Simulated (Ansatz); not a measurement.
The starting structures come from a database of crystals and need not be the phases stable at ambient conditions.

By PBEsol, the system below comes out a metal.

A figure of merit of an interconnect metal is its ballistic conductance per area.

Given:

```
Sb
1.0
    3.30608     0.00000     0.00000
   -1.10203     3.11700     0.00000
    1.10203     1.55850     2.69940
Sb
1
Cartesian
  0.00000   0.00000   0.00000
```

Space group of this cell: Im-3m, bcc (W type). The cell is strained (all lengths scaled by 1.02); by PBEsol its mean pressure is -4.2 GPa.

The current flows along the normal of the first two printed cell vectors, the (110) plane of the conventional cell. No spin-orbit coupling; the value is a mean over 0.1 eV about the Fermi level.

Question: Predict the ballistic conductance per area from PBEsol run with Ansatz (a program for electronic structure).

Answer: 1.3 × 10¹⁵ S/m² for both spins.
